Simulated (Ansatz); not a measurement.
For wurtzite BN (high-pressure phase), r²SCANh (plane waves, PAW; Ansatz, a quantum-chemistry and plane-wave program) gives:

```
Item                        Value
-------------------  ------------
lattice parameter a       2.538 Å
lattice parameter c       4.198 Å
cohesive energy      6.74 eV/atom
```

Question: What does Hartree–Fock in Ansatz (PAW) give for the same quantities?

Answer: 
- lattice constant a: 2.538 Å (hardly moves)
- lattice parameter c: 4.192 Å (falls by 0.1 %)
- cohesive energy: 4.70 eV/atom (falls by 2.04 eV/atom)

For comparison: lattice constant a 2.55 Å (measured, temperature not stated, not corrected to a static lattice; as tabulated in Doll et al. (2008), arXiv:0810.5476); lattice parameter c 4.2 Å (measured, temperature not stated, no zero-point or thermal correction; as tabulated in Doll et al. (2008), arXiv:0810.5476).

Changes are worked out from the printed values.

Unless a cell is named, each level is at its own relaxed cell (r²SCANh 5.86, Hartree–Fock 5.84 Å³/atom).

Ansatz's density-functional and Hartree–Fock values are scalar-relativistic unless marked +SOC, with PAW data made under PBE.
